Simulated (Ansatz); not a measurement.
Abridged Ansatz (a program for electronic structure) output:

```
Relaxation: its limit of steps is 60 (relax.max_steps)
Pseudopotential: Ta, paw, valence charge 13
Pseudopotential: Sn, paw, valence charge 14
Crystal: 8 atoms, lattice volume = 145.077 Å³
Basis set: ecut = 420 eV, 2897 PW (Γ), exchange–correlation on 72×72×72 points (8 copies of the dense FFT grid, shifted against one another)
Bands: 64, of which v1, the nominal top of the filled ones, is band 53 counted from 1 (52 counted from 0)
Symmetry: 48 space group operations
k-points: 35 of 729
Functional: x = pbesol(κ = 0.804, μ = 0.12345679012345678), c = pbesol(β = 0.046)
SCF iter   1: F=—  HF=-70739.256617 eV  |F-HF|=—  |Δ(HF+E_count)|=         —  Δρ=5.89e-3  dr2=5.31e-2  ethr=1.77e-3  ⟨swp⟩=6.0  Hψ=8459  notcnv=0  defer=32
SCF iter   2: F=—  HF=-70739.242863 eV  |F-HF|=—  |Δ(HF+E_count)|=   1.38e-2  Δρ=3.22e-3  dr2=1.69e-2  ethr=5.01e-5  ⟨swp⟩=1.3  Hψ=2610  notcnv=0  defer=98
SCF 1 converged in 6 iterations: F = -70739.236903 eV  dr2 = 1.36e-8
relax step   1: F+E_penalty+E_count = -70739.23690341 eV  Δ(F+E_penalty+E_count) = +0.000e0 eV  max|allowed force component| = 2.530e-18 eV/Å  Δτ_max = 0.0000 Å  P = +0.695 GPa  Ω = 145.077 Å³  (6 SCF iters, dr2 threshold 1.00e-7 eV, accepted)
[... steps on the carried basis left out ...]
relax step   4: F+E_penalty+E_count = -70739.23302048 eV  Δ(F+E_penalty+E_count) = +2.134e-4 eV  max|allowed force component| = 8.276e-18 eV/Å  Δτ_max = 0.0000 Å  P = +1.481 GPa  Ω = 144.499 Å³  stress off target by 1.86e-2 GPa  SCF on the basis re-selected at this cell (its energy is not comparable with the rows above)  (4 SCF iters)
SCF converged after 4 iterations
Free energy (F): -70739.233020 eV
Internal energy: -70739.147114 eV  (E = F + TS)
E sigma→0 (E₀):  -70739.190067 eV
Entropy (-TS):   -0.085906 eV (-10.738 meV/atom)
Fermi energy:    18.257741 eV
--- Forces (eV/Å), atoms counted from 1 ---
  atom   1  Ta    -0.00000000    -0.00000000     0.00000000
  atom   2  Ta     0.00000000     0.00000000    -0.00000000
  atom   3  Ta    -0.00000000     0.00000000    -0.00000000
  atom   4  Ta     0.00000000    -0.00000000     0.00000000
  atom   5  Ta     0.00000000     0.00000000    -0.00000000
  atom   6  Ta    -0.00000000    -0.00000000     0.00000000
  atom   7  Sn     0.00000000    -0.00000000    -0.00000000
  atom   8  Sn    -0.00000000    -0.00000000     0.00000000
--- Stress (GPa, compression-positive) ---
        1.481434       0.000000       0.000000
        0.000000       1.481434      -0.000000
        0.000000      -0.000000       1.481434
  P = ⅓ Tr σ = 1.4814 GPa (14.814 kbar)
--- Relaxed structure (3 steps of the walk, 2 accepted, 1 SCFs on fresh bases) ---
  cell:  # Å, volume = 144.4995 Å³
    - [5.247535956896122, 0.0, 0.0]
    - [-1.2839532962581572e-34, 5.247535956896122, 0.0]
    - [-6.419766481290786e-35, 0.0, 5.247535956896122]
  atoms:
    - { symbol: Ta, position: [0.25, -1.224296840195713e-35, 0.5] }
    - { symbol: Ta, position: [0.7499999999999999, 1.2192260529418874e-35, 0.5] }
    - { symbol: Ta, position: [0.5, 0.7499999999999999, -3.185647521815133e-36] }
    - { symbol: Ta, position: [0.5, 0.25, 2.923159711028867e-36] }
    - { symbol: Ta, position: [-5.324326616516893e-37, 0.5, 0.7499999999999999] }
    - { symbol: Ta, position: [9.947691465593119e-37, 0.5, 0.25] }
    - { symbol: Sn, position: [-2.4608232261212423e-37, -6.114772864907325e-38, -1.789689618997266e-37] }
    - { symbol: Sn, position: [0.5, 0.5, 0.5] }
```

Question: What was computed, and what are the main results?

Answer: Ta3Sn, 8 atoms in the cell, with PBEsol (Ansatz, PAW, without spin-orbit coupling), from a series relaxed to a target (pressure 1.5 GPa). The last SCF converged to F = -70739.233020 eV, or -8842.4041 eV per atom, at a pressure of 1.48 GPa. The total energy compares only with runs of the same code, potentials and settings.

Load acts through the strain it causes; cell and atoms are relaxed under it. Whether these cells are dynamically stable was not tested. All final runs are without spin polarisation. The cell was made from Ta3Sn in the A15 (Cr3Si type) structure (space group Pm-3n, No. 223) by this change: pressure 1.5 GPa.

Keys are those of Ansatz 0.2.
